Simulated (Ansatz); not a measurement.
Ansatz (a quantum-chemistry and plane-wave program) run on YAl₂ (R3m, 6 atoms in the cell): relaxation of the atoms.

Method of the run: LDA (PW92), default PAW files made with PBE (plane waves; Ansatz).

The change in words: one atom moved by 0.15 angstrom; relax: default → atoms; relax.f_tol: default → 0.001 eV/Å. Reference geometry:
```yaml
crystal:
  lattice:
    - [0.00000, 3.91266, 3.91266]
    - [3.91266, 0.00000, 3.91266]
    - [3.91266, 3.91266, 0.00000]
  atoms:
    - { symbol: Y, position: [0.75000, 0.75000, 0.75000] }
    - { symbol: Y, position: [0.50000, 0.50000, 0.50000] }
    - { symbol: Al, position: [0.12500, 0.62500, 0.12500] }
    - { symbol: Al, position: [0.12500, 0.12500, 0.12500] }
    - { symbol: Al, position: [0.62500, 0.12500, 0.12500] }
    - { symbol: Al, position: [0.12500, 0.12500, 0.62500] }
```

Reference input (self-consistent single point, DFT, LDA (PW92), plane waves, default PAW files made with PBE): basis.ecutwfc = 30.9 Ry; kpoints.mp_grid.grid = 7 7 7; hamiltonian.xc = lda; hamiltonian.pseudopotentials = {kind: paw} (the program's default PAW files); scf.occupations.method = fermi_dirac; scf.occupations.width = 0.0073 Ry. This run's input differs from it in these lines:

```diff
@@ -6,3 +6,3 @@
   atoms:
-    - { symbol: Y, position_ang: [5.868993, 5.868993, 5.868993] }
+    - { symbol: Y, position_ang: [5.955596, 5.955596, 5.955596] }
     - { symbol: Y, position_ang: [3.912662, 3.912662, 3.912662] }
@@ -21,2 +21,4 @@
   occupations: { method: fermi_dirac, width: 0.0073 Ry }
+relax:
+  f_tol: 0.001
 output:
```

Output, abridged:

```
   [... SCF lines of the steps left out ...]
relax step   1: F+E_penalty+E_count = -9545.96083354 eV  Δ(F+E_penalty+E_count) = +0.000e0 eV  max|allowed force component| = 4.960e-1 eV/Å  Δτ_max = 0.0000 Å  (6 SCF iters, dr2 threshold 1.00e-7 eV, accepted)
relax step   2: F+E_penalty+E_count = -9546.00033647 eV  Δ(F+E_penalty+E_count) = -3.950e-2 eV  max|allowed force component| = 2.875e-1 eV/Å  Δτ_max = 0.1978 Å  (5 SCF iters, dr2 threshold 1.54e-5 eV, accepted)
relax step   3: F+E_penalty+E_count = -9546.02435636 eV  Δ(F+E_penalty+E_count) = -2.402e-2 eV  max|allowed force component| = 8.973e-3 eV/Å  Δτ_max = 0.0734 Å  (5 SCF iters, dr2 threshold 5.16e-6 eV, accepted)
relax step   4: F+E_penalty+E_count = -9546.02435637 eV  Δ(F+E_penalty+E_count) = -7.880e-9 eV  max|allowed force component| = 9.018e-3 eV/Å  Δτ_max = 0.0000 Å  (3 SCF iters, accepted)
relax step   5: F+E_penalty+E_count = -9546.02437667 eV  Δ(F+E_penalty+E_count) = -2.030e-5 eV  max|allowed force component| = 6.134e-5 eV/Å  Δτ_max = 0.0010 Å  (5 SCF iters, dr2 threshold 5.08e-9 eV, accepted)
relax step   6: F+E_penalty+E_count = -9546.02437667 eV  Δ(F+E_penalty+E_count) = +1.819e-12 eV  max|allowed force component| = 6.079e-5 eV/Å  Δτ_max = 0.0000 Å  (2 SCF iters, accepted)
the relaxation is at rest under the 6 symmetry operations that the run kept from its start: a minimum is not shown …
Stability not checked: this state was not tested for a lower state beside it, because too few of the mixer's solves of this state at the end of the SCF gave a …
Free energy (F): -9546.024377 eV
Internal energy: -9545.912509 eV  (E = F + TS)
E sigma→0 (E₀):  -9545.968443 eV
Entropy (-TS):   -0.111867 eV (-18.645 meV/atom)
Fermi energy:    9.215819 eV
--- Forces (eV/Å), atoms counted from 1 ---
  atom   1  Y     -0.00003142    -0.00003142    -0.00003142
   [... lines left out ...]
    - { symbol: Al, position: [0.1268435723567159, 0.6268443736154732, 0.12684357235671595] }
    - { symbol: Al, position: [0.12684466822343038, 0.12684466822343038, 0.12684466822343038] }
    - { symbol: Al, position: [0.6268443736154731, 0.12684357235671595, 0.12684357235671595] }
    - { symbol: Al, position: [0.12684357235671592, 0.12684357235671592, 0.6268443736154731] }
```

The run converged. 

Summary of the result:
| Item | Value |
|---|---|
| Free energy E − TS (on the zero of these files) | -9546.0244 eV |
| Fermi level (on the code's own zero) | 9.22 eV |
| Pressure | -2.82 GPa |
| Relaxation steps | 6 |

The starting cell comes from a database of computed structures (which also holds hypothetical and non-ambient phases and stackings), without a prior relaxation at this level. Its lattice was rescaled by up to half a per cent. For this run, on top of that: one atom moved by 0.15 angstrom. The relaxation keeps the symmetry of its start, so its end need not be a minimum. Ansatz's pressure includes its estimate of the finite-basis (Pulay) stress.

Cost on one core of a shared machine: roughly 60 s.

Keys are those of Ansatz 0.2.
